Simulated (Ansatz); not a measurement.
The parent structure is MgTe in the zinc blende structure (space group F-43m, No. 216; a = 6.439 Å). Axes: x, y, z lie along the cube axes.

The values are results of plane-wave PAW DFT at the PBEsol level (Ansatz, a first-principles code, 420 eV), without spin-orbit coupling, not measurements.

Before the change:

* **Band gap**: 2.35 eV

One thing is altered: uniaxial strain ε_zz = −1.00 %, all other strain components held at zero; the atoms relax in the strained cell.

Question: Predict the new energy relative to the base, band gap and stress.

Answer: The energy rises by 0.5 meV/atom; the band gap goes up by 0.02 eV to 2.37 eV; the stress (xx, yy, zz, yz, xz, xy; compression positive) is (0.32, 0.32, 0.45, 0.00, 0.00, 0.00) GPa.

Spin-orbit coupling, missing from the scalar runs, can matter with Te. Whether these cells are dynamically stable was not tested.
